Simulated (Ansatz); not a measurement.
Consider ZrO₂ in the fluorite structure (space group Fm-3m, No. 225; a = 5.089 Å).

Computed with r2SCAN/PAW in Ansatz (a first-principles code), scalar-relativistic without spin-orbit coupling.

For the base:

The band gap is 3.89 eV, the smallest direct gap is 4.29 eV and the lattice parameter a comes out as 5.089 Å.

The change: a negative pressure, −2 GPa.

Task: How does this affect the band gap, smallest direct gap and lattice parameter a?

Result: The band gap falls by 0.025 eV (3.89 eV → 3.86 eV); the smallest direct gap shrinks by 0.03 eV, from 4.29 eV to 4.26 eV; the lattice parameter a grows by 0.0134 Å to 5.103 Å.

Load acts through the strain it causes; cell and atoms are relaxed under it. No phonon test of stability was made. This is not the structure that ZrO2 has at room temperature and ambient pressure.
